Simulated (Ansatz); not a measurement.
MgAl$_{2}$C$_{2}$ (space group P-3m1, No. 164; a cell from a computed database, its experimental status unchecked)

```
MgAl2C2
1.0
    3.37545     0.00000     0.00000
   -1.68772     2.92322     0.00000
    0.00000     0.00000     5.77374
Mg Al C
1 2 2
Direct
  0.00000   0.00000   0.00000
  0.66667   0.33333   0.34997
  0.33333   0.66667   0.65003
  0.33333   0.66667   0.26931
  0.66667   0.33333   0.73069
```

Level of theory: PBEsol, PAW, 420 eV (Ansatz, a first-principles code; no spin-orbit coupling). Γ-centred 11×11×6 mesh, Fermi–Dirac width 0.05 eV.

| Property | Result |
|---|---|
| Volume per atom | 11.39 Å³ |
| Density | 2.98 g/cm³ |
| Band gap | 1.66 eV, indirect, K–Γ (75 % along) → k = (0, 0.455, -1/3) in the run's primitive reciprocal basis |
| Total energy | -690.981 eV/atom (σ→0; compares only within this code and set-up) |

Whether these cells are dynamically stable was not tested.
